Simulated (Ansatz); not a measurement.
## How a calculation on MnVCr2Te4 (P2/m, 8 atoms in the cell) responds to its settings

```yaml
crystal:
  lattice:
    - [6.20184, 0.00000, 0.00000]
    - [0.00000, 4.20689, 0.00000]
    - [-0.06051, 0.00000, 7.21055]
  atoms:
    - { symbol: Mn, position: [0.50000, 0.50000, 0.50000], spin: 4.0 }
    - { symbol: V, position: [0.50000, 0.00000, 0.00000], spin: 2.0 }
    - { symbol: Cr, position: [0.00000, 0.00000, 0.00000], spin: 3.0 }
    - { symbol: Cr, position: [0.00000, 0.50000, 0.50000], spin: 3.0 }
    - { symbol: Te, position: [0.75033, 0.50000, 0.16361] }
    - { symbol: Te, position: [0.24967, 0.50000, 0.83639] }
    - { symbol: Te, position: [0.75088, 0.00000, 0.66928] }
    - { symbol: Te, position: [0.24912, 0.00000, 0.33072] }
```
(The spins are starting values, not results.)

Base run A: LDA (PW92), PAW files made with PBE in Ansatz (a first-principles code), self-consistent single point.

Its settings: kpoints.mp_grid.grid = 5 6 4; hamiltonian.xc = lda; hamiltonian.pseudopotentials = {kind: paw} (the program's default PAW files); magnetization.spin_polarized = true; scf.occupations.method = fermi_dirac; scf.occupations.width = 0.0073 Ry.

The starting cell comes from a database of computed structures (which also holds hypothetical and non-ambient phases and stackings), without a prior relaxation at this level. Its lattice was rescaled by a random factor within 2.5 % of one. The magnetic order is the one reached from the typed start; others were not searched systematically. The program warned that a starting moment was not kept. The program warned that, by what it read of turns of the moments, another magnetic order lies lower. In the base run, with a pressure of about -9 GPa the cell is away from its equilibrium volume at this level. Ansatz's pressure includes its estimate of the finite-basis (Pulay) stress.

ΔF is the free energy per atom less that of run A. 

Runs:
- B: scf.mixing.preconditioner: default (the program chose Kerker) → none
- C: scf.mixing.preconditioner: default (the program chose Kerker) → kerker
- D: scf.mixing.preconditioner: default (the program chose Kerker) → kerker_dos
- E: scf.mixing.preconditioner: default (the program chose Kerker) → resta; scf.mixing.eps_inf: default → 3
- F: scf.mixing.preconditioner: default (the program chose Kerker) → ldos
- G: scf.mixing.preconditioner: default (the program chose Kerker) → local_kerker
- H: scf.mixing.preconditioner: default (the program chose Kerker) → kerker; scf.mixing.q_tf: default → 0.2
- I: scf.mixing.preconditioner: default (the program chose Kerker) → kerker; scf.mixing.q_tf: default → 0.5
- J: scf.mixing.preconditioner: default (the program chose Kerker) → kerker; scf.mixing.q_tf: default → 1.5

```csv
run,ΔF (meV/atom),pressure (GPa),largest force (eV/Å),size of the net moment (μB/atom),iterations
A,0.00,-8.73,0.155,0.07,36
B,0.00,-8.73,0.155,0.07,39
C,0.00,-8.73,0.155,0.07,36
D,0.00,-8.73,0.155,0.07,36
E,0.00,-8.73,0.155,0.07,34
F,0.00,-8.73,0.155,0.07,26
G,0.00,-8.73,0.155,0.07,32
H,0.00,-8.73,0.155,0.07,39
I,0.00,-8.73,0.155,0.07,36
J,0.00,-8.73,0.155,0.07,33
```

Runs B, C, D, E, F, G, H, I, J ended on the same solution as A (within 1 meV/atom and 0.1 μB a site). The fewest iterations to that state were 26 (F); the most were 39.

Keys are those of Ansatz 0.2.
